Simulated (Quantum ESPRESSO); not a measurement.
**Sensitivity of a calculation on RbGeBiS₄ (P2_1/c, 28 atoms in the cell) to its settings**

```
CELL_PARAMETERS angstrom
      6.51658     0.00000     0.00000
      0.00000     6.78323     0.00000
     -5.81400     0.00000    16.81356
ATOMIC_POSITIONS crystal
  Rb 0.29026 0.74312 0.03538
  Rb 0.70974 0.24312 0.46462
  Rb 0.70974 0.25688 0.96462
  Rb 0.29026 0.75688 0.53538
  Bi 0.23467 0.68294 0.28065
  Bi 0.76533 0.18294 0.21935
  Bi 0.76533 0.31706 0.71935
  Bi 0.23467 0.81706 0.78065
  Ge 0.20115 0.27374 0.15633
  Ge 0.79885 0.77374 0.34367
  Ge 0.79885 0.72626 0.84367
  Ge 0.20115 0.22626 0.65633
  S  0.40460 0.32881 0.28100
  S  0.59540 0.82881 0.21900
  S  0.59540 0.67119 0.71900
  S  0.40460 0.17119 0.78100
  S  0.00364 0.51025 0.35741
  S  0.99636 0.01025 0.14259
  S  0.99636 0.48975 0.64259
  S  0.00364 0.98975 0.85741
  S  0.02040 0.02102 0.36906
  S  0.97960 0.52102 0.13094
  S  0.97960 0.97898 0.63094
  S  0.02040 0.47898 0.86906
  S  0.41300 0.23981 0.08478
  S  0.58700 0.73981 0.41522
  S  0.58700 0.76019 0.91522
  S  0.41300 0.26019 0.58478
```

Base run A: LDA (PW92), PseudoDojo standard norm-conserving (LDA) pseudopotentials run with Quantum ESPRESSO, self-consistent single point.

Its settings: ecutwfc = 80 Ry; occupations = smearing; smearing = marzari-vanderbilt; degauss = 0.019992 Ry; potentials = {Rb: Rb.upf, Bi: Bi.upf, Ge: Ge.upf, S: S.upf}; K_POINTS = automatic 3 3 1 0 0 0; conv_thr = 1e-09 Ry; mixing_beta = 0.4.

The starting cell comes from a database of published, mostly measured structures (it also holds non-ambient and calculated ones), without a prior relaxation at this level. Its lattice was rescaled by a random factor within 2.5 % of one. Spin-orbit coupling is off.

ΔF is the free energy per atom less that of run A. 

| run | change | ΔF (meV/atom) | pressure (GPa) | largest force (eV/Å) | gap on the mesh (eV) |
|---|---|---|---|---|---|
| A | base | 0.00 | 0.40 | 0.485 | 2.139 |
| B | lattice scaled by 1.03; ecutwfc: 80 Ry → 48 Ry | 1247.9 | -47.21 | 0.592 | 1.961 |
| C | ecutwfc: 80 Ry → 48 Ry | 1218.5 | -46.85 | 0.487 | 2.122 |

Run C against A: The free energy rises by 1.22 eV/atom, the pressure goes from 0.40 to -46.85 GPa, the largest force moves little (0.485 to 0.487 eV/Å) and the gap on the mesh goes from 2.139 to 2.122 eV.

Run B against A: The free energy rises by 1.25 eV/atom, the pressure goes from 0.40 to -47.21 GPa, the largest force goes from 0.485 to 0.592 eV/Å and the gap on the mesh goes from 2.139 to 1.961 eV.
